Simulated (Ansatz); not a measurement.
For SnTe2 (model structure, started from the CdCl2 type, R-3m, No. 166, 3 atoms in the cell), LDA (PAW; Ansatz, a first-principles code) gives:

* **lattice constant a**: 4.107 Å
* **c axis length**: 18.234 Å
* **bulk modulus**: 47.9 GPa
* **cohesive energy**: 3.61 eV/atom

Problem. What does r²SCAN (PAW; Ansatz) give for the same quantities?

Solution. 
- lattice constant a: 4.123 Å (rises by 0.4 %)
- lattice parameter c: 21.427 Å (goes up by 18 %)
- bulk modulus: 10.0 GPa (shrinks by 79 %)
- cohesive energy: 2.73 eV/atom (shrinks by 0.88 eV/atom)

Changes are worked out from the printed values.

Unless a cell is named, each level is at its own relaxed cell (LDA 29.60, r²SCAN 35.05 Å³/atom).

Levels without +SOC leave out spin–orbit coupling, which shifts energies and cells of such heavy elements.

Caveats: the bulk modulus is −V dP/dV from two relaxed cells at ±2 % in volume (LDA, r²SCAN). Ansatz's density-functional and Hartree–Fock values are scalar-relativistic unless marked +SOC, with PAW data made under PBE.

A model structure was made by putting elements into a prototype or built by hand; it is no filed structure, need not be a known phase, and can be a saddle point held by its symmetry.
